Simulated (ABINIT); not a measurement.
Input and output of a self-consistent single point for LuP (P1, 2 atoms in the cell) (ABINIT).

Method: PBEsol, PAW (JTH v2.0 PBE PAW, files made for PBE) (plane waves; ABINIT).

```xyz
2
Lattice="0.0000 2.7619 2.7619 2.7619 0.0000 2.7619 2.7619 2.7619 0.0000" Properties=species:S:1:pos:R:3 pbc="T T T"
Lu    -0.0279    -0.0060     0.0003
P      2.7898     2.7678     2.7616
```

Reference input (self-consistent single point, DFT, PBEsol, plane waves, PAW (JTH v2.0 PBE PAW, files made for PBE)): pseudos = [Lu.GGA_PBE-JTH.xml, P.GGA_PBE-JTH.xml]; ecut = 24 Ha; pawecutdg = 48 Ha; pawxcdev = 0; ixc = -116133; occopt = 7; tsmear = 0.00499791 Ha; ngkpt = 7 7 7; nshiftk = 1; shiftk = 0 0 0; potentials = JTH v2.0 PBE PAW; nband = 21. This run's input differs from it in these lines:

```diff
@@ -23,3 +23,3 @@
 kptopt 1
-ngkpt 7 7 7
+ngkpt 5 5 5
 nshiftk 1
```

Log, with long lists cut:

```
--- !BeginCycle
solver: {iscf: 17, nstep: 60, nline: 4, wfoptalg: 10, }
tolerances: {toldfe: 1.00E-09, }
...

     iter   Etot(hartree)      deltaE(h)  residm     nres2
 ETOT  1  -280.04704121331    -2.800E+02 1.834E+01 9.748E+00
 ETOT  2  -284.54832426475    -4.501E+00 2.647E+00 5.473E+01
 ETOT  3  -284.41524355342     1.331E-01 9.271E-01 6.592E+00
 ETOT  4  -284.44387315780    -2.863E-02 4.800E-01 4.944E+00
 ETOT  5  -284.42801175272     1.586E-02 4.403E-01 1.593E+00
   [... 24 lines left out ...]
 ETOT 30  -284.42179599188     5.555E-09 4.464E-08 7.121E-07
 ETOT 31  -284.42179598980     2.082E-09 4.839E-09 5.937E-08
 ETOT 32  -284.42179598995    -1.492E-10 1.152E-09 7.750E-09
 ETOT 33  -284.42179599008    -1.327E-10 4.483E-10 1.931E-09
 At SCF step   33, etot is converged :
  for the second time, diff in etot=  1.327E-10 < toldfe=  1.000E-09

 Cartesian components of stress tensor (hartree/bohr^3)
  sigma(1 1)=  1.10458567E-04  sigma(3 2)= -9.91610176E-09
  sigma(2 2)=  1.22270978E-04  sigma(3 1)= -4.81540883E-08
  sigma(3 3)=  1.22787661E-04  sigma(2 1)=  1.23583499E-06

 ----iterations are completed or convergence reached----

 reduced coordinates (array xred) for    2 atoms
       0.004021000000      0.996070000000      0.993820000000
       0.495979000000      0.503930000000      0.506180000000
 cartesian forces (eV/Angstrom) at end:
    1      0.29991504248716     0.06734743299136    -0.00283086074818
    2     -0.29991504248716    -0.06734743299136     0.00283086074818
 frms,max,avg= 1.7747556E-01 2.9991504E-01   1.139E-03  1.926E-04  6.437E-06 e/A
   [... lines left out ...]
 Fermi (or HOMO) energy (hartree) =   0.24974   Average Vxc (hartree)=  -0.38995
 Fermi (or HOMO) energy (eV) =   6.79575   Average Vxc (eV)= -10.61103
   [... lines left out ...]
'-kT*entropy'       : -2.35259615892642E-04
total_energy        : -2.84421813657425E+02
total_energy_eV     : -7.73951114958958E+03
...

-Cartesian components of stress tensor (GPa)         [Pressure= -3.4866E+00 GPa]
- sigma(1 1)=  3.24980271E+00  sigma(3 2)= -2.91741737E-04
- sigma(2 2)=  3.59733575E+00  sigma(3 1)= -1.41674195E-03
- sigma(3 3)=  3.61253710E+00  sigma(2 1)=  3.63595147E-02

 Calculation completed.
```

The run converged in 33 iterations. Against the reference run the free energy rises by 8.1 meV/atom, the pressure hardly changes (-3.44 to -3.49 GPa) and the largest force goes from 0.331 to 0.307 eV/Å.

The starting cell comes from a database of computed structures (which also holds hypothetical and non-ambient phases and stackings), without a prior relaxation at this level. Its atoms were displaced at random from the sites of space group no. 225. The potentials were made for another functional than the one used. With a pressure of about -3 GPa the cell is away from its equilibrium volume at this level. The run gives no clean gap (levels at the Fermi energy touch, overlap or are partly filled at this smearing), which alone does not show that the compound is a metal.

Cost on one core of a shared machine: roughly 3 min.
